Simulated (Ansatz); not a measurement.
# C: transverse stress against strain

C (diamond, Fd-3m, 5.507 Å³/atom at rest, cube axes along x, y and z) under a strain ε along a cube axis (axis z), the other axes held. LDA in Ansatz, a plane-wave DFT program (PAW, default set), 420 eV, 16×16×16 Γ-centred mesh, Fermi-Dirac smearing 0.05 eV; ions are relaxed within the symmetry of each cell. Stress is positive for a compressed cell.

Here s stands for strain and y for stress xx.

| strain (%) | stress xx (GPa) |
|---|---|
| -3.00 | ? |
| -1.50 | 2.43 |
| -1.00 | 1.57 |
| -0.50 | 0.76 |
| 0.00 | 0.00 |
| 0.50 | -0.73 |
| 1.00 | -1.40 |
| 1.50 | -2.03 |

Fit y of the 7 rows that show it with a straight line. Means: s 0, y 0.086. About the means, the sum of products is -10.405 and the sum of squares of s is 7.0000; the slope is their ratio. Least squares gives y = 0.086 - 1.4864·s. Residuals (row less fit): 0.114, -0.002, -0.069, -0.086, -0.073, 0.000, 0.114; standard error 0.093 (degrees of freedom: 5). The slope gives the elastic constant C12 = 149 ± 4 GPa.

Problem. Estimate the missing y (s = -3.00); what did the run itself give?

Solution. y = 0.086 - 1.4864 × (-3.0) = 4.545 GPa. The calculation gives 5.34 GPa, 0.795 GPa above the prediction (10.8 % of the range of y in the table). The row lies outside the fitted rows, so this is an extrapolation. From the scatter of the fitted rows alone, a prediction at this place has a standard error of 0.145 GPa, so the miss is 5.5 times that.

One order more, fitted to all 13 runs of the series, follows each within 0.01, so the miss is the next term of a smooth law. Rows are the converged runs of the series near zero and its far end; series whose fitted rows scatter by over a few per cent of the range, as at a crossing or softening among them, aren't shown in this form. Most that stay on the fit to the last digits aren't either.
